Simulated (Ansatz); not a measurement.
# Response to strain in BaZrO3

Consider BaZrO3 in the cubic perovskite structure (space group Pm-3m, No. 221; a = 4.227 Å).

Strains are applied to the cell and any free atomic positions relax.

Method: plane-wave PAW DFT at the PBE level (Ansatz, an electronic-structure program, 420 eV), no spin-orbit coupling.

```json
[
 {"isotropic strain (%)": "0", "pressure (GPa)": "0.0"},
 {"isotropic strain (%)": "0.6", "pressure (GPa)": "-2.6"},
 {"isotropic strain (%)": "1.2", "pressure (GPa)": "?"},
 {"isotropic strain (%)": "1.8", "pressure (GPa)": "-7.1"},
 {"isotropic strain (%)": "2.4", "pressure (GPa)": "-9.1"},
 {"isotropic strain (%)": "3", "pressure (GPa)": "-10.9"}
]
```

**Question.** Fit P = P₀ − Bδ + Cδ² with δ = (1 + ε)³ − 1 to the rows shown and predict the withheld row.

**Answer.** Least squares on the printed values gives P₀ = 0.0 GPa, B = 146 GPa, C = 315 GPa (largest residual 0.0 GPa); this predicts -4.9 GPa, and the run gives -4.9 GPa, in agreement.

Stability against distortions was not tested.
